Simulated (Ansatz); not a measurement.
Results of G0W0@PBEsol (Ansatz, an electronic-structure program, hard PAW, contour deformation) for SiGe (P6₃mc, No. 186, 4 atoms in the cell; start mp-978534).

The same calculation (at the PBEsol cell, 21.238 Å³/atom) with different numerical settings; throughout: k mesh 3×3×2:

```json
[
 {"run": "1", "response cutoff (eV)": "100", "empty bands": "354", "quasiparticle gap on the mesh (eV)": "0.948", "quasiparticle gap at Γ (eV)": "0.948", "rough time": "2 core-min"},
 {"run": "2", "response cutoff (eV)": "150", "empty bands": "651", "quasiparticle gap on the mesh (eV)": "0.976", "quasiparticle gap at Γ (eV)": "0.976", "rough time": "7 core-min"},
 {"run": "3", "response cutoff (eV)": "200", "empty bands": "1002", "quasiparticle gap on the mesh (eV)": "0.986", "quasiparticle gap at Γ (eV)": "0.986", "rough time": "20 core-min"},
 {"run": "4", "response cutoff (eV)": "250", "empty bands": "1401", "quasiparticle gap on the mesh (eV)": "0.991", "quasiparticle gap at Γ (eV)": "0.991", "rough time": "70 core-min"},
 {"run": "5", "response cutoff (eV)": "300", "empty bands": "1841", "quasiparticle gap on the mesh (eV)": "0.994", "quasiparticle gap at Γ (eV)": "0.994", "rough time": "70 core-min"}
]
```

In the column quasiparticle gap on the mesh (eV) the first row differs from the last by -0.046 and the next to last by -0.003.

The last row is no converged limit: other settings stay fixed.

Spin–orbit coupling is not included.

Note: filled d or f shells below the valence bands can shift G0W0 gaps through exchange with them, which wasn't tested here.

A start named mp-… is a Materials Project structure, which need not be a measured phase.
